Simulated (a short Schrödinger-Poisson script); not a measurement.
Stack: gated Al0.25Ga0.75As/GaAs δ-doped gas in a quantum well, at 77 K.

| layer | material | thickness (nm) | Na (cm⁻³) |
|---|---|---|---|
| 1 | Al0.25Ga0.75As | 20 | - |
| 2 | Al0.25Ga0.75As | 20 | - |
| 3 | GaAs | 20 | - |
| 4 | Al0.25Ga0.75As | 4000 | 2e15 |

The device is made up for the run: typed textbook-type constants, with dimensions and the other settings drawn at random. Al0.25Ga0.75As: permittivity 12.19, conduction-band edge (eV) 0.198, gap (eV) 1.736, electron mass (mₑ) 0.0878, Nv at 300 K (cm⁻³) 9e18. GaAs: permittivity 12.9, conduction-band edge (eV) 0, gap (eV) 1.424, Nv at 300 K (cm⁻³) 9e18.

Channel valleys (confinement mass, in-plane density-of-states mass, number): Γ 0.067, 0.067, 1. At the gate the conduction-band edge of layer 1 lies 0.95 eV − eVg above the Fermi level of the channel; the field vanishes at the back. Sheet of ionised δ-doping: +2e12 e/cm² at 20 nm from the gate. The barrier under the gate holds no holes. Gaps are held at their typed values at every temperature. Mesh 0.08 nm at interfaces.

Solved with a short Schrödinger-Poisson script written for these runs: 1D Poisson equation in equilibrium, electrons quantum, Hartree (BenDaniel-Duke, 40 states a valley, the channel's in-plane mass for all, wave functions free to enter the barrier), parabolic valleys, classical holes, full ionisation, no traps, pinning or gate leakage.

List the lowest subbands of each valley and their electrons at Vg = 0.5 V.


| valley | subband | energy from the Fermi level (meV) | electrons (cm⁻²) | share (%) |
|---|---|---|---|---|
| Γ | 0 | -8.2 | 2.78e11 | 99.0 |
| Γ | 1 | 29.1 | 2.30e9 | 0.8 |
| Γ | 2 | 37.6 | 6.39e8 | 0.2 |

All electrons: 2.81e11 cm⁻².
